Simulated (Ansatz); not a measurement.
Start from CuI in the zinc blende structure (space group F-43m, No. 216).

```xyz
2
Lattice="0.0000 3.0114 3.0114 3.0114 0.0000 3.0114 3.0114 3.0114 0.0000" Properties=species:S:1:pos:R:3 pbc="T T T"
Cu     0.0000     0.0000     0.0000
I      1.5057     1.5057     1.5057
```

Calculations: r2SCAN in Ansatz (plane waves to 500 eV, PAW, no spin-orbit coupling).

For the base:

```
Property                             Value
-----------------------------  -----------
Band gap                           1.67 eV
Width of the top valence band      1.56 eV
Lattice parameter a                6.023 Å
Gap character                  direct at Γ
```

One thing is altered: a hydrostatic pressure of 30 GPa.

Question: Predict the new band gap.

Answer: The band gap rises by 0.50 eV (1.67 eV → 2.17 eV).

Question: What happens to the width of the top valence band?

Answer: The width of the top valence band grows by 1.544 eV to 3.11 eV.

Question: Estimate the effect on the lattice parameter a.

Answer: The lattice parameter a shrinks by 0.591 Å (6.023 Å → 5.432 Å).

Question: Predict the new gap character.

Answer: The gap character becomes indirect, Γ → X (base: direct at Γ).

Spin-orbit coupling, missing from the scalar runs, can matter with I. Load acts through the strain it causes; cell and atoms are relaxed under it. Stability against distortions was not tested. Tetrahedral semiconductors of this kind turn to denser phases somewhere between about 1 and 50 GPa; those were not computed, so compressed cells here can lie past the real transition. All final runs are without spin polarisation.

Ansatz is a program for electronic structure.
